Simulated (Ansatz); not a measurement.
# SiO2, response to strain

Take SiO2 in the rutile structure (space group P4_2/mnm, No. 136; a = 4.155 Å, c = 2.661 Å) as the base. Axes: x, y, z lie along a, b, c of the conventional cell.

Strains are applied to the cell and any free atomic positions relax.

Calculations: LDA/PAW in Ansatz (a quantum-chemistry and plane-wave program), no spin-orbit coupling.

Notes on the quantities. energy relative to the base: free energy F.

| uniaxial strain ε_xx (%) | energy relative to the base (meV/atom) |
|---|---|
| -3 | 10.2 |
| -2.4 | 6.5 |
| -1.8 | 3.6 |
| -1.2 | ? |
| -0.6 | 0.4 |
| 0 | 0.0 |

Fit ΔE = Aε² + Bε³ (ε in %) to the rows shown and predict the withheld row.

Least squares on the printed values gives A = 1.09 and B = -0.015 meV/atom (largest residual 0.0 meV/atom); this predicts 1.6 meV/atom, and the run gives 1.6 meV/atom, in agreement.

Stability against distortions was not tested.
